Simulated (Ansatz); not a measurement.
BP (model structure, from the NiAs type, P6₃/mmc, No. 194): properties by level of theory

```tsv
level (code)	lattice parameter a (Å)	c axis length (Å)	cohesive energy (eV/atom)
PBE (Ansatz)	3.073	5.055	?
PBEsol (Ansatz)	3.040	5.053	?
PBE-D3(BJ) (Ansatz)	?	?	4.47
r²SCAN (Ansatz)	?	?	3.93
```

**Question.** Fill in the missing entries.

**Answer.** 
- PBE (Ansatz, an electronic-structure program), cohesive energy (eV/atom): 4.10
- PBEsol (Ansatz), cohesive energy (eV/atom): 4.62
- PBE-D3(BJ) (Ansatz), lattice parameter a (Å): 3.035
- PBE-D3(BJ) (Ansatz), c axis length (Å): 4.998
- r²SCAN (Ansatz), lattice parameter a (Å): 3.079
- r²SCAN (Ansatz), c axis length (Å): 5.030

Ansatz's density-functional and Hartree–Fock values are scalar-relativistic unless marked +SOC, with PAW data made under PBE.

Static lattice: no zero-point or thermal effects.

A model structure was made by putting elements into a prototype or built by hand; it is no filed structure, need not be a known phase, and can be a saddle point held by its symmetry.
